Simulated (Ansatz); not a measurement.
## Quick settings and what they miss: HfNi2 (Fd-3m, 6 atoms in the cell)

Self-consistent single point.

```
CELL_PARAMETERS angstrom
      0.00000     3.49158     3.49158
      3.49158     0.00000     3.49158
      3.49158     3.49158     0.00000
ATOMIC_POSITIONS crystal
  Hf 0.50000 0.50000 0.50000
  Hf 0.75000 0.75000 0.75000
  Ni 0.12500 0.12500 0.12500
  Ni 0.62500 0.12500 0.12500
  Ni 0.12500 0.12500 0.62500
  Ni 0.12500 0.62500 0.12500
```

Method: PBEsol, harder PAW files (source: ansatz) made with PBE (plane waves; Ansatz, an electronic-structure program).

Base settings: basis.ecutwfc = 920 eV; kpoints.mp_grid.grid = 11 11 11; hamiltonian.xc = pbesol; hamiltonian.pseudopotentials = {kind: paw, source: ansatz}; scf.occupations.method = gaussian; scf.occupations.width = 0.272 eV.

Tight run (finer mesh or higher cutoff; not a proven limit): basis.ecutwfc: 920 eV → 1290 eV; kpoints.mp_grid.grid: 11 11 11 → 15 15 15; scf.convergence.dr2_threshold: default (1e-07 eV) → 1e-09 eV. It gave Fermi level (on the code's own zero) 19.20 eV; pressure -11.10 GPa.

Quick runs, as changes from the base:
- A: the base itself
- B: basis.ecutwfc: 920 eV → 645 eV; kpoints.mp_grid.grid: 11 11 11 → 8 8 8
- C: basis.ecutwfc: 920 eV → 550 eV; kpoints.mp_grid.grid: 11 11 11 → 1 1 1; hamiltonian.xc: pbesol → lda; scf.occupations.method: gaussian → methfessel_paxton; scf.occupations.width: 0.272 eV → 0.2 eV; scf.convergence.dr2_threshold: default (1e-07 eV) → 0.001 eV [LDA (PW92)]
- D: basis.ecutwfc: 920 eV → 735 eV; kpoints.mp_grid.grid: 11 11 11 → 6 6 6; hamiltonian.xc: pbesol → lda; scf.occupations.method: gaussian → methfessel_paxton; scf.occupations.width: 0.272 eV → 0.5 eV [LDA (PW92)]
- E: basis.ecutwfc: 920 eV → 645 eV; kpoints.mp_grid.grid: 11 11 11 → 4 4 4

Energies are extrapolated to zero smearing width, which holds to low order in the width alone.

Dashes: energy of C, D, another energy zero.

† marks runs with another functional, U, potentials or spin treatment: their distance from the tight run is not a convergence error alone.

The count of work is k-points × plane waves × bands × iterations; it is no time. 

Pressures in the table are Ansatz's without its Pulay estimate, at a fixed set of plane waves; the tight run's value above holds the estimate.

The starting cell comes from a database of computed structures (which also holds hypothetical and non-ambient phases and stackings), without a prior relaxation at this level. Its lattice was rescaled by a random factor within 2.5 % of one. Spin polarisation is off. In the base run, with a pressure of about -11 GPa the cell is away from its equilibrium volume at this level.

| run | energy less tight (meV/atom) | pressure less tight (GPa) | count of work / tight |
|---|---|---|---|
| A | 0.5 | 0.00 | 0.23 |
| B | 70.3 | -7.47 | 0.070 |
| C† | – | -48.57 | 0.0025 |
| D† | – | -7.65 | 0.053 |
| E | 67.4 | -7.63 | 0.021 |

Among the runs at the tight run's level, the energy misses run from 0.5 to 70.3 meV/atom.

Left out of this page: 1 run of the series unsound by tests on forces, stress, charge or solver warnings.

Keys are those of Ansatz 0.2.
